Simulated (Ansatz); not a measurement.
An Ansatz (a quantum-chemistry and plane-wave program) input for Pb(S,Se,Te) alloy cell Pb8S3Se3Te2 (rock salt start):

Ansatz 0.2 input:
```yaml
crystal:
  lattice:
    - [0.000160129, 6.2271573, 6.227157313]
    - [6.223987288, -0.00008519, 6.227402546]
    - [6.223987288, 6.227402531, -0.000085189]
  atoms:
    - { symbol: Pb, position: [0.010228267, -0.010229946, -0.002984024] }
    - { symbol: Pb, position: [0.017314652, -0.003720154, 0.49627985] }
    - { symbol: Pb, position: [0.013512847, 0.500000116, 0.00000012] }
    - { symbol: Pb, position: [0.010228271, 0.497015977, 0.489770044] }
    - { symbol: Pb, position: [0.489771739, 0.002984021, 0.010229946] }
    - { symbol: Pb, position: [0.486487148, -0.000000122, 0.499999887] }
    - { symbol: Pb, position: [0.482685337, 0.503720148, 0.003720159] }
    - { symbol: Pb, position: [0.489771737, 0.510229949, 0.502984017] }
    - { symbol: Se, position: [0.249999996, 0.249999994, 0.250000001] }
    - { symbol: S, position: [0.250000011, 0.249999989, 0.750000008] }
    - { symbol: S, position: [0.250000001, 0.750000004, 0.249999999] }
    - { symbol: Se, position: [0.249999997, 0.75000001, 0.749999993] }
    - { symbol: Te, position: [0.750000005, 0.25, 0.250000002] }
    - { symbol: Se, position: [0.75, 0.249999989, 0.750000002] }
    - { symbol: S, position: [0.749999998, 0.749999998, 0.250000001] }
    - { symbol: Te, position: [0.749999994, 0.750000029, 0.749999997] }
basis:
  ecutwfc: 420
  ecutrho_ratio: 4
  xc_grid: 2
kpoints:
  mp_grid: { grid: [4, 4, 4] }
hamiltonian:
  xc: pbe
  dispersion: none
  pseudopotentials: { kind: paw }
scf:
  n_extra_bands: 17
  occupations: { method: fermi_dirac, width: 0.01 }
output:
  forces: true
  stress: true
  eigenstates:
    kpoints:
      - [0.0, 0.0, 0.0]
      - [-0.15, 0.0, -0.15]
      - [0.0, -0.15, -0.15]
    e_range: [-4.0, 6.0]
    localisation: true
relax:
  f_tol: 0.03
  max_steps: 90
  cell: { stress_tol: 0.15 }
```

Computed with PBE (plane waves to 420 eV, PAW; Ansatz). Scalar-relativistic, without spin–orbit coupling. Its k-point mesh 4×4×4, Fermi–Dirac width 0.01 eV.

Problem. What does the end of the output print (band table and long remarks left out, numbers rounded to eight decimals)?

Solution. 
```
SCF converged after 4 iterations
Free energy (F): -128332.364854 eV
Harris-Foulkes:  -128332.364854 eV  (|F-HF|=9.23e-9)
Internal energy: -128332.364854 eV  (E = F + TS)
E sigma→0 (E₀):  -128332.364854 eV
Entropy (-TS):   0.000000 eV (0.000 meV/atom)
Fermi energy:    8.168743 eV
--- Per-component energies (eV) ---
  E_band       = -2209.246432
  E_kinetic    = 3325.295410
  E_local      = -20296.513135  (includes V_loc(G=0)·N_el)
  E_nonlocal   = 476.891271
  E_hartree    = 9437.403649
  E_xc         = -2619.472867
  E_vxc        = -1823.874284  (∫ρ·V_xc dr)
  E_paw        = -100086.621127  (= ΣΔE_a)
  E_vpaw       = -2765.851904  (= ΣTr[D̂ρ^β])
  E_aug_tail   = -0.001806  (compensation charges beyond the density's cutoff)
  E_ewald      = -18569.346248
  E_smearing   = 0.000000  (= −TS)
  E_closure    = 0.000000  (closes the sum)
  Σ components = -128332.364854   (vs F -128332.364854, Δ=0.00e0)
--- Forces (eV/Å), atoms counted from 1 ---
  atom   1  Pb    -0.00121168     0.00302717    -0.00009242
  atom   2  Pb    -0.01171367     0.00291000     0.00291000
  atom   3  Pb    -0.00007913     0.00241597     0.00241597
  atom   4  Pb    -0.00121168    -0.00009242     0.00302717
  atom   5  Pb     0.00121168     0.00009242    -0.00302717
  atom   6  Pb     0.00007913    -0.00241597    -0.00241597
  atom   7  Pb     0.01171367    -0.00291000    -0.00291000
  atom   8  Pb     0.00121168    -0.00302717     0.00009242
  atom   9  Se     0.00000000     0.00000000     0.00000000
  atom  10  S      0.00000000     0.00000000     0.00000000
  atom  11  S      0.00000000     0.00000000     0.00000000
  atom  12  Se    0.00000000     0.00000000     0.00000000
  atom  13  Te    0.00000000     0.00000000     0.00000000
  atom  14  Se     0.00000000     0.00000000     0.00000000
  atom  15  S      0.00000000    0.00000000     0.00000000
  atom  16  Te     0.00000000     0.00000000     0.00000000
  max |Σ_I F_I| component: 8.67e-19 eV/Å
--- Stress (GPa, compression-positive) ---
        0.006089      -0.002292      -0.002292
       -0.002292      -0.014116       0.012946
       -0.002292       0.012946      -0.014116
  P = ⅓ Tr σ = -0.0074 GPa (-0.074 kbar)
--- Relaxed structure (3 steps of the walk, 2 accepted, 1 SCFs on fresh bases) ---
  F+E_penalty+E_count = -128332.36485383 eV   max|allowed force component| = 1.171e-2 eV/Å   (the final SCF, on the basis selected at the relaxed cell)
  cell:  # Å, volume = 485.9553 Å³
    - [5.63977772e-5, 6.23668607, 6.23668607]
    - [6.24101308, -0.00288422, 6.23962646]
    - [6.24101308, 6.23962646, -0.00288422]
  atoms:
    - { symbol: Pb, position: [0.00803183, -0.00803612, -0.00181902] }
    - { symbol: Pb, position: [0.01412571, -0.00349108, 0.49650892] }
    - { symbol: Pb, position: [0.01043461, 0.50000499, 4.98610813e-6] }
    - { symbol: Pb, position: [0.00803183, 0.49818098, 0.49196388] }
    - { symbol: Pb, position: [0.49196817, 0.00181902, 0.00803612] }
    - { symbol: Pb, position: [0.48956539, -4.98610813e-6, 0.49999501] }
    - { symbol: Pb, position: [0.48587429, 0.50349108, 0.00349108] }
    - { symbol: Pb, position: [0.49196817, 0.50803612, 0.50181902] }
    - { symbol: Se, position: [0.25, 0.25000000, 0.25000000] }
    - { symbol: S, position: [0.25000000, 0.25000000, 0.75000000] }
    - { symbol: S, position: [0.25000000, 0.75, 0.25000000] }
    - { symbol: Se, position: [0.25000000, 0.75000000, 0.75000000] }
    - { symbol: Te, position: [0.75000000, 0.25000000, 0.25000000] }
    - { symbol: Se, position: [0.75000000, 0.25000000, 0.75] }
    - { symbol: S, position: [0.75, 0.75, 0.25000000] }
    - { symbol: Te, position: [0.75000000, 0.75000000, 0.75000000] }
```

Cost: around 9 core-minutes (rough).
